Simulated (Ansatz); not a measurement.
A self-consistent single point of a (100) slab of TiSi (cut from a parent of space group no. 62; 8 atoms in the cell) with Ansatz (a first-principles code).

Level of theory: LDA (PW92), default PAW files made with PBE (plane waves; Ansatz).

```xyz
8
Lattice="3.6499 0.0000 0.0000 0.0000 5.0184 0.0000 0.0000 0.0000 19.9698" Properties=species:S:1:pos:R:3 pbc="T T T"
Ti     0.9125     1.8658    11.1347
Ti     2.7374     3.1527     8.8351
Ti     2.7374     4.3750    12.1075
Ti     0.9125     0.6435     7.8623
Si     0.9125     4.2928    10.2724
Si     2.7374     0.7257     9.6974
Si     2.7374     1.7836    12.9698
Si     0.9125     3.2349     7.0000
```

Reference input (self-consistent single point, DFT, LDA (PW92), plane waves, default PAW files made with PBE): basis.ecutwfc = 420 eV; kpoints.mp_grid.grid = 7 5 1; hamiltonian.xc = lda; hamiltonian.pseudopotentials = {kind: paw} (the program's default PAW files); scf.occupations.method = fermi_dirac; scf.occupations.width = 0.1 eV. This run's input differs from it in these lines:

Ansatz 0.2 input:
```diff
@@ -17,3 +17,3 @@
 kpoints:
-  mp_grid: { grid: [7, 5, 1] }
+  mp_grid: { grid: [6, 4, 1] }
 hamiltonian:
```

The program printed (abridged):

```
SCF iter   1: F=—  HF=-12235.713751 eV  |F-HF|=—  |Δ(HF+E_count)|=         —  Δρ=4.46e-3  dr2=1.19e-1  ethr=1.77e-3  ⟨swp⟩=7.0  Hψ=2241  notcnv=0
all-band conjugate gradients solve this SCF's bands
preconditioner: auto → LDOS
SCF iter   2: F=—  HF=-12235.701855 eV  |F-HF|=—  |Δ(HF+E_count)|=   1.19e-2  Δρ=1.28e-3  dr2=1.10e-2  ethr=1.86e-4  ⟨swp⟩=2.1  Hψ=732  notcnv=0
SCF iter   3: F=—  HF=-12235.701572 eV  |F-HF|=—  |Δ(HF+E_count)|=   2.83e-4  Δρ=6.77e-4  dr2=3.38e-3  ethr=1.72e-5  ⟨swp⟩=2.9  Hψ=1001  notcnv=0
SCF iter   4: F=—  HF=-12235.700715 eV  |F-HF|=—  |Δ(HF+E_count)|=   8.57e-4  Δρ=1.46e-4  dr2=1.13e-4  ethr=5.28e-6  ⟨swp⟩=2.2  Hψ=718  notcnv=0
SCF iter   5: F=—  HF=-12235.700714 eV  |F-HF|=—  |Δ(HF+E_count)|=   8.21e-7  Δρ=4.33e-5  dr2=7.77e-6  ethr=1.76e-7  ⟨swp⟩=2.2  Hψ=812  notcnv=0
SCF iter   6: F=—  HF=-12235.700656 eV  |F-HF|=—  |Δ(HF+E_count)|=   5.78e-5  Δρ=1.15e-5  dr2=9.10e-7  ethr=1.21e-8  ⟨swp⟩=3.4  Hψ=1023  notcnv=0
SCF iter   7: F=-12235.700656 eV  HF=-12235.700656 eV  |F-HF|=1.45e-8  |Δ(HF+E_count)|=   2.00e-7  Δρ=3.44e-6  dr2=7.01e-8  ethr=1.56e-10  ⟨swp⟩=6.9  Hψ=2458  notcnv=0
SCF 1 converged in 7 iterations: F = -12235.700656 eV  dr2 = 7.01e-8
Free energy (F): -12235.700656 eV
Internal energy: -12235.436278 eV  (E = F + TS)
E sigma→0 (E₀):  -12235.568467 eV
Entropy (-TS):   -0.264378 eV (-33.047 meV/atom)
Fermi energy:    0.870927 eV
--- Forces (eV/Å), atoms counted from 1 ---
  atom   1  Ti     0.00000000     0.11398273     0.13306836
  atom   2  Ti     0.00000000    -0.11398273    -0.13306836
  atom   3  Ti     0.00000000    -0.25000682    -0.71925428
  atom   4  Ti     0.00000000     0.25000682     0.71925428
  atom   5  Si     0.00000000    -0.03972759     0.29714578
  atom   6  Si     0.00000000     0.03972759    -0.29714578
  atom   7  Si     0.00000000     0.27808133    -0.60106729
  atom   8  Si     0.00000000    -0.27808133     0.60106729
--- Stress (GPa, compression-positive) ---
       -3.888789       0.000000       0.000000
        0.000000      -5.687096       0.367000
        0.000000       0.367000      -2.699643
  P = ⅓ Tr σ = -4.0918 GPa (-40.918 kbar)
  The stress holds the Pulay correction. Without it, at fixed plane waves, as pw.x and ABINIT print it: P = -4.1081 GPa
```

The run converged in 7 iterations. Against the reference run the free energy goes down by 1.9 meV/atom and the largest force goes from 0.774 to 0.761 eV/Å.

The starting cell comes from a database of computed structures (which also holds hypothetical and non-ambient phases and stackings), without a prior relaxation at this level. The slab is cut from that crystal, and its faces are unrelaxed. Its lattice was rescaled by up to half a per cent. Spin polarisation is off.
